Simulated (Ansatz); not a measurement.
Consider this model of amorphous Zr$_{20}$O$_{43}$W.

```xyz
64
Lattice="9.5434 -0.0208 0.1915 -0.0208 9.5008 0.0403 0.1915 0.0403 9.1333" Properties=species:S:1:pos:R:3 pbc="T T T"
Zr     1.6357     3.4894     9.0002
Zr     8.3984     4.8295     1.7156
Zr     7.6799     0.6064     6.2702
Zr     5.2083     6.1233     3.5187
Zr     1.2737     9.2983     6.7971
Zr     4.3897     9.0005     5.1243
Zr     3.9670     5.1199     6.4134
Zr     9.3412     3.0138     4.5275
Zr     7.6470     4.0939     7.3741
Zr     6.9906     7.8417     8.5438
Zr     8.1265     8.1750     2.8491
Zr     3.1032     6.9872     0.3403
Zr     0.3829     6.4594     7.9685
Zr     5.1547     3.1896     0.8199
Zr     2.8433     3.6256     3.3072
Zr     5.9571     2.9685     4.3236
Zr     1.1060     6.1572     4.7950
Zr     1.7104     9.4653     3.0610
Zr     4.3469     1.9607     7.1598
Zr     8.7437     1.1303     0.4094
O      7.6991     2.1140     8.2102
O      8.5803     6.7605     0.8171
O      1.1264     1.4334     8.3357
O      2.3280     8.6332     4.8482
O      8.6511     9.1114     8.0230
O      3.0082     8.9382     1.5098
O      4.9947     8.1625     0.4142
O      9.2739     4.6490     5.7447
O      9.4094     2.9061     1.3174
O      0.1455     1.1385     5.6362
O      4.8193     1.3601     9.1486
O      3.0595     3.2807     1.2365
O      4.6906     7.0708     5.2893
O      3.8848     6.2604     2.0170
O      7.6852     9.2310     4.4683
O      7.5931     2.6893     5.6964
O      0.2729     7.5499     6.1606
O      4.9702     4.0454     2.7901
O      3.3665     0.2607     6.7562
O      1.7196     8.0055     8.3864
O      0.4811     7.5720     3.3253
O      0.8964     4.5479     3.2728
O      7.2513     6.2135     2.9797
O      9.4317     4.3930     8.3993
O      7.7924     3.4786     3.2971
O      5.6111     1.2536     5.5940
O      4.3872     6.1699     8.0548
O      7.0676     9.1959     1.1971
O      6.8416     4.3175     0.6440
O      3.0677     5.3903     4.3768
O      5.8277     1.7152     2.1590
O      2.9637     3.3852     7.4505
O      5.5008     8.3145     3.0822
O      6.2303     8.7529     6.9865
O      9.5380     0.1367     2.1009
O      5.8268     4.7874     5.1790
O      3.8976     3.0133     5.0639
O      7.6485     6.1573     7.6338
O      2.0226     5.7907     6.6326
O      1.5302     2.0051     3.5384
O      1.5856     5.4980     0.2996
O      3.8964     0.6560     3.3146
O      5.5239     3.6443     7.7001
W      4.9460     0.0383     1.7179
```

Computed with PBE, scalar-relativistic without spin-orbit coupling (plane waves to 420 eV, PAW; Ansatz, a program for electronic structure).

A CHGNet melt-quench gave the starting glass, which DFT then relaxed. O atoms were pushed apart under 1.9 Å during the dynamics, to hinder bonds among them. The hot cell started wider than the set density and was brought back towards it in steps. It is the lowest in DFT energy of 2 quenches. It is a model cell: composition and starting density were chosen by hand, and all elements were melted together. No dispersion term was used. Its density started from a set value of 5.41 and ended at 5.41 g/cm³. The simulated quench (nominally 450 K/ps over its main leg) is rapid and tends to freeze in more defects than a deposited or slowly cooled glass has. Values belong to this one cell and scatter from quench to quench. The volume was held where the preparation left it and the shape relaxed, at a PBE pressure of -2.4 GPa (tension). Stress components on the final sampling reach 2.4 GPa.

Neighbours within Zr-Zr 3.41 Å, Zr-O 2.80 Å, Zr-W 3.22 Å, O-O 1.58 Å, O-W 2.51 Å, W-W 3.04 Å count as bonded. Two cations that share two anions don't count as bonded, nor two that share one unless they lie closer than Zr-Zr 3.32 Å, Zr-W 3.14 Å, W-W 2.95 Å.

**Question.** Give the coordination numbers, mean bond lengths and angles.

**Answer.** 
```
Quantity                                                           Value
---------------------------------  -------------------------------------
Mean coordination of Zr by anions   6.60 (9 with 6, 10 with 7, 1 with 8)
Mean coordination of O             3.23 (3 with 2, 27 with 3, 13 with 4)
Mean coordination of W by anions                         7.00 (1 with 7)
Mean Zr-O bond                     2.188 Å (spread 0.157 Å, 132 counted)
Mean O-W bond                        2.027 Å (spread 0.118 Å, 7 counted)
Bond angle at Zr                               mean 102.0°, spread 29.6°
Bond angle at O                                mean 113.4°, spread 17.5°
Bond angle at W                                mean 102.1°, spread 29.7°
```

**Question.** List the pairs of like atoms that count as bonded by the rules above.

**Answer.** There are none by these rules.
